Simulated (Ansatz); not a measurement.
Input:

End structure of the (100) surface of fcc Pd, one row in 3 of the top plane missing (bottom of the slab: a bare face, its two planes held):

```yaml
crystal:
  lattice:
    - [2.78861, 0.00000, 0.00000]
    - [0.00000, 8.36583, 0.00000]
    - [0.00000, 0.00000, 26.00000]
  atoms:
    - { symbol: Pd, position: [0.50000, 0.16667, 0.31040] }
    - { symbol: Pd, position: [0.50000, 0.50000, 0.31040] }
    - { symbol: Pd, position: [0.50000, 0.83333, 0.31040] }
    - { symbol: Pd, position: [0.00000, 0.33333, 0.38624] }
    - { symbol: Pd, position: [0.00000, 0.66667, 0.38624] }
    - { symbol: Pd, position: [0.00000, 0.00000, 0.38624] }
    - { symbol: Pd, position: [0.50000, 0.50000, 0.46193] }
    - { symbol: Pd, position: [0.50000, 0.83425, 0.46183] }
    - { symbol: Pd, position: [0.50000, 0.16575, 0.46183] }
    - { symbol: Pd, position: [0.00000, 0.66935, 0.53737] }
    - { symbol: Pd, position: [0.00000, 0.00000, 0.53892] }
    - { symbol: Pd, position: [0.00000, 0.33065, 0.53737] }
    - { symbol: Pd, position: [0.50000, 0.83946, 0.61551] }
    - { symbol: Pd, position: [0.50000, 0.16054, 0.61551] }
    - { symbol: Pd, position: [0.50000, 0.50000, 0.61002] }
    - { symbol: Pd, position: [0.00000, 0.33952, 0.68475] }
    - { symbol: Pd, position: [0.00000, 0.66048, 0.68475] }
```

Slab: 17 atoms, 9.9 Å thick at the start (thin: gaps and levels are the slab's own); k 13x5x1, smearing 0.1 eV, dipole-corrected; 6 atoms held, the rest relaxed; start symmetry kept, larger cells not searched; no spin, no spin-orbit, no U. It is one candidate, not shown to be the stable structure of the face.

Q: What work function of the top face does PBE run with Ansatz (an electronic-structure program) give?

A: 4.89 eV
